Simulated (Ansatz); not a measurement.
Start from InAs in the zinc blende structure (space group F-43m, No. 216; a = 6.0261 Å). Axes: x, y, z lie along the cube axes.

The values are results of LDA, PAW, 420 eV (Ansatz, a quantum-chemistry and plane-wave program; no spin-orbit coupling), not measurements.

For the base:

The pressure comes out as 0.0 GPa and the band gap is zero. The shortest interatomic distance is 2.609 Å.

The change: the cell is stretched by 1.00 % along z with no lateral relaxation; the atoms relax in the strained cell.

**Question.** What happens to the pressure?

**Answer.** The pressure (mean of the normal stresses, compression positive) goes from zero to -0.6 GPa.

**Question.** Predict the new band gap.

**Answer.** The band gap stays zero.

**Question.** What does the calculation give for the energy relative to the base after the change?

**Answer.** The energy rises by 0.7 meV/atom.

**Question.** What happens to the shortest interatomic distance?

**Answer.** The shortest interatomic distance increases by 0.009 Å to 2.618 Å.

The mesh was chosen for an insulator and is coarse for the gapless case. Whether these cells are dynamically stable was not tested. All final runs are without spin polarisation. The zero or small gap of InAs can change with the level of theory.
